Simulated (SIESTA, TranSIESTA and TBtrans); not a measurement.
**Pt chain with one S atom inserted**

Device: Pt chain with one S atom inserted. Leads: straight Pt chain, spacing 2.28 Å. Geometry: 3 atoms about the centre moved by SIESTA (PBE, DZP) to a largest force of 0.02 eV/Å, all others as built, motion along the axis alone.

Method: TranSIESTA and TBtrans, PBE, DZP numerical orbitals (energy shift 0.15 eV), PseudoDojo norm-conserving scalar-relativistic potentials, mesh cutoff 200 Ry, 300 K, spin-polarised (collinear), no spin-orbit coupling; self-consistent non-equilibrium Green functions.

| Item | Value |
|---|---|
| Conductance at 300 K (G0 = 2e²/h) | 2.60 |
| Mean T from −0.5 to 0.5 eV | 2.58 |

Energies count from the leads' Fermi level. Transmissions are for each spin. The energy step is 0.01 eV; narrower resonances are cut or missed.

| E (eV) | T up | T down | lead channels up | down |
|---|---|---|---|---|
| -2.00 | 2.57 | 2.57 | 4 | 4 |
| -1.80 | 2.50 | 2.50 | 4 | 4 |
| -1.60 | 2.47 | 2.47 | 4 | 4 |
| -1.40 | 2.46 | 2.46 | 6 | 6 |
| -1.20 | 2.49 | 2.50 | 6 | 6 |
| -1.00 | 2.55 | 2.55 | 6 | 6 |
| -0.80 | 2.67 | 2.67 | 6 | 6 |
| -0.60 | 2.52 | 2.52 | 6 | 6 |
| -0.40 | 2.52 | 2.52 | 6 | 6 |
| -0.20 | 2.55 | 2.55 | 4 | 4 |
| 0.00 | 2.60 | 2.60 | 4 | 4 |
| 0.20 | 2.63 | 2.63 | 4 | 4 |
| 0.40 | 2.57 | 2.57 | 4 | 4 |
| 0.60 | 2.40 | 2.40 | 3 | 3 |
| 0.80 | 2.35 | 2.36 | 3 | 3 |
| 1.00 | 2.11 | 2.12 | 3 | 3 |
| 1.20 | 0.46 | 0.46 | 1 | 1 |
| 1.40 | 0.45 | 0.45 | 1 | 1 |
| 1.60 | 0.44 | 0.44 | 1 | 1 |
| 1.80 | 0.43 | 0.43 | 1 | 1 |
| 2.00 | 0.42 | 0.42 | 1 | 1 |

A magnetic start was tried, and the separate lead runs end without a moment. The straight chain is held at its spacing; free chains may zigzag or dimerise. Spin-orbit coupling, left out here, matters for the heavy atoms.
